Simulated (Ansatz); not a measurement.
**Input and output of a self-consistent single point for Sc₂Pb (Fd-3m, 6 atoms in the cell) (Ansatz, a first-principles code)**

Method: PBE (plane waves, PAW; Ansatz).

Input:

Ansatz 0.2 input:
```yaml
crystal:
  lattice:
    - [0.000000, 4.317634, 4.317634]
    - [4.317634, 0.000000, 4.317634]
    - [4.317634, 4.317634, 0.000000]
  atoms:
    - { symbol: Sc, position: [0.125000, 0.125000, 0.125000] }
    - { symbol: Sc, position: [0.625000, 0.125000, 0.125000] }
    - { symbol: Sc, position: [0.125000, 0.625000, 0.125000] }
    - { symbol: Sc, position: [0.125000, 0.125000, 0.625000] }
    - { symbol: Pb, position: [0.750000, 0.750000, 0.750000] }
    - { symbol: Pb, position: [0.500000, 0.500000, 0.500000] }
kpoints:
  mp_grid:
    grid: [6, 6, 6]
hamiltonian:
  xc: pbe
  pseudopotentials:
    kind: paw
scf:
  occupations:
    method: gaussian
    width: 0.1
output:
  forces: true
  eigenvalues: true
  stress: true
```

Log, with long lists cut:

```
WARN basis.ecutwfc = 420 eV, the default
WARN ansatz: RAYON_NUM_THREADS=1 ignored (pool sized by the plan → 1); use --threads N
Pseudopotentials: kind: paw
Pseudopotential: Sc, paw, valence charge 11
Pseudopotential: Pb, paw, valence charge 14
Crystal: 6 atoms, lattice volume = 160.978 Å³
Basis set: ecut = 420 eV, 3143 PW (Γ), exchange–correlation on 90×90×90 points (8 copies of the dense FFT grid, shifted against one another)
Bands: 44, of which v1, the nominal top of the filled ones, is band 36 counted from 1 (35 counted from 0)
Symmetry: 48 space group operations
Space group: Fd-3m (ITA 227), of the structure as read, at distance tolerance 5.4e-5 Å
k-points: 16 of 216
Initial density: superposition of atomic densities (neutral atoms: chi_scale 0, normalization atom), corrected by the library's trained network
Initial wavefunctions: pseudopotential atomic-orbital guess
Eigensolver: davidson
Functional: x = pbe(κ = 0.804, μ = 0.2195149727645171), c = pbe(β = 0.06672455060314922)
SCF iter   1: F=—  HF=-32355.880027 eV  |F-HF|=—  |Δ(HF+E_count)|=         —  Δρ=2.42e-3  dr2=5.04e-3  ethr=1.77e-3  ⟨swp⟩=7.0  Hψ=2890  notcnv=0
all-band conjugate gradients solve this SCF's bands
preconditioner: auto → Resta (q_TF=auto, 2.386 Å⁻¹)
SCF iter   2: F=—  HF=-32355.884051 eV  |F-HF|=—  |Δ(HF+E_count)|=   4.02e-3  Δρ=1.42e-3  dr2=1.63e-3  ethr=6.99e-6  ⟨swp⟩=3.4  Hψ=1406  notcnv=0  defer=1
SCF iter   3: F=—  HF=-32355.884647 eV  |F-HF|=—  |Δ(HF+E_count)|=   5.96e-4  Δρ=2.68e-4  dr2=1.77e-4  ethr=2.26e-6  ⟨swp⟩=2.0  Hψ=850  notcnv=0  defer=1
SCF iter   4: F=—  HF=-32355.884645 eV  |F-HF|=—  |Δ(HF+E_count)|=   2.03e-6  Δρ=8.32e-5  dr2=1.51e-5  ethr=2.46e-7  ⟨swp⟩=2.4  Hψ=1007  notcnv=0  defer=1
SCF iter   5: F=—  HF=-32355.884724 eV  |F-HF|=—  |Δ(HF+E_count)|=   7.85e-5  Δρ=2.85e-5  dr2=1.59e-6  ethr=2.10e-8  ⟨swp⟩=2.0  Hψ=811  notcnv=0  defer=1
SCF iter   6: F=-32355.884724 eV  HF=-32355.884724 eV  |F-HF|=1.30e-9  |Δ(HF+E_count)|=   6.09e-9  Δρ=3.09e-6  dr2=1.22e-8  ethr=1.39e-10  ⟨swp⟩=8.8  Hψ=3506  notcnv=0
SCF 1 converged in 6 iterations: F = -32355.884724 eV  dr2 = 1.22e-8
SCF converged after 6 iterations
Free energy (F): -32355.884724 eV
Harris-Foulkes:  -32355.884724 eV  (|F-HF|=1.30e-9)
Internal energy: -32355.853801 eV  (E = F + TS)
E sigma→0 (E₀):  -32355.869262 eV
Entropy (-TS):   -0.030922 eV (-5.154 meV/atom)
Fermi energy:    9.849011 eV
--- Per-component energies (eV) ---
  E_band       = -755.822767
  E_kinetic    = 1620.825317
  E_local      = -5486.586827  (includes V_loc(G=0)·N_el)
  E_nonlocal   = 1036.210379
  E_hartree    = 1998.417140
  E_xc         = -855.234267
  E_vxc        = -777.356630  (∫ρ·V_xc dr)
  E_paw        = -24640.345914  (= ΣΔE_a)
  E_vpaw       = -1145.747828  (= ΣTr[D̂ρ^β])
  E_aug_tail   = 0.000136  (compensation charges beyond the density's cutoff)
  E_ewald      = -6029.139763
  E_smearing   = -0.030922  (= −TS)
  E_closure    = 0.000000  (closes the sum)
  Σ components = -32355.884724   (vs F -32355.884724, Δ=0.00e0)
--- Forces (eV/Å), atoms counted from 1 ---
  atom   1  Sc     0.00000000    -0.00000000    -0.00000000
   [... zero for the other atoms too ...]
  max |Σ_I F_I| component: 9.25e-18 eV/Å
--- Stress (GPa, compression-positive) ---
       -2.266229       0.000000       0.000000
        0.000000      -2.266229      -0.000000
       -0.000000      -0.000000      -2.266229
  P = ⅓ Tr σ = -2.2662 GPa (-22.662 kbar)
  The stress holds the Pulay correction. Without it, at fixed plane waves, as pw.x and ABINIT print it: P = -2.2892 GPa
--- Band table (eV; the first three rows and the last of 16) ---
  k-point 0: bands = ["-39.9520", "-39.8645", "-39.8645", "-39.8645", "-18.8540", "-18.7137", "-18.7137", "-18.7137", "-18.6628", "-18.6628", "-18.4532", "-18.4532", "-18.4532", "-18.2436", "-18.2436", "-18.2436", "-6.6106", "-6.6106", "-6.6085", [...]
  k-point 1: bands = ["-39.9477", "-39.8689", "-39.8645", "-39.8645", "-18.8293", "-18.7054", "-18.7037", "-18.7037", "-18.6560", "-18.6560", "-18.4664", "-18.4664", "-18.4532", "-18.2795", "-18.2479", "-18.2479", "-6.6155", "-6.6155", "-6.6066", [...]
  k-point 2: bands = ["-39.9373", "-39.8794", "-39.8645", "-39.8645", "-18.7860", "-18.6904", "-18.6904", "-18.6618", "-18.6243", "-18.6243", "-18.5049", "-18.5049", "-18.4531", "-18.3722", "-18.2558", "-18.2558", "-6.6171", "-6.6171", "-6.6041", [...]
  k-point 15: bands = ["-39.9084", "-39.9084", "-39.8646", "-39.8646", "-18.6888", "-18.6888", "-18.6382", "-18.6382", "-18.5699", "-18.5699", "-18.5478", "-18.5478", "-18.4881", "-18.4881", "-18.2843", "-18.2843", "-6.6245", "-6.6245", "-6.5900", [...]
```

The run converged in 6 iterations.

The starting cell was generated: these elements placed on a structure prototype, without a prior relaxation; it need not be a known phase or ordering of this composition. Spin-orbit coupling is off. Ansatz's pressure includes its estimate of the finite-basis (Pulay) stress.
